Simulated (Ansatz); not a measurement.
# CdGeAs2: energy against strain

CdGeAs2 (chalcopyrite, I-42d, 24.206 Å³/atom and stress up to 0.01 GPa in the relaxed cell, c along z) under an equal strain ε in the (001) plane with the normal axis free, as in a coherent film. LDA in Ansatz, a plane-wave DFT program (PAW, default set), 420 eV, 8×8×8 Γ-centred mesh, Fermi-Dirac smearing 0.05 eV; ions are relaxed, or left where forces stay under 0.02 eV/Å, within the symmetry of each cell.

Here s stands for strain and y for E less E0.

| strain (%) | E less E0 (meV/atom) |
|---|---|
| -1.50 | 2.98 |
| -0.75 | 0.73 |
| 0.00 | 0.00 |
| 0.75 | 0.70 |
| 1.50 | 2.75 |
| 3.00 | ? |

Question: Fit y against s with a parabola, and predict the withheld value at s = 3.00.

Answer: Least squares gives y = -0.001 - 0.0653·s + 1.2737·s². Residuals (row less fit): 0.017, -0.034, 0.001, 0.034, -0.017; standard error 0.038 (degrees of freedom: 2). The quadratic coefficient over the volume, 1.2737 meV × 10⁴ × 0.1602 / 24.206 Å³, is the biaxial elastic modulus of this plane = 84 ± 1 GPa (± standard error of the fit, which holds the terms cut off). At the withheld row, y = -0.001 - 0.0653 × 3.00 + 1.2737 × 3.00² = 11.266 meV/atom. The calculation gives 10.52 meV/atom, 0.746 meV/atom below the prediction (7.1 % of the range of y in the table). The row lies outside the fitted rows, so this is an extrapolation. From the scatter of the fitted rows alone, a prediction at this place has a standard error of 0.156 meV/atom, so the miss is 4.8 times that.

A polynomial of degree 3 through the 8 other runs of the series gives 10.53 there, so most of the miss is curvature that the fit leaves out. Rows are the converged runs of the series near zero and its far end; series whose fitted rows scatter by over a few per cent of the range, as at a crossing or softening among them, aren't shown in this form, nor equations of state whose B0' disagrees with the runs' pressures. Most that stay on the fit to the last digits aren't either.
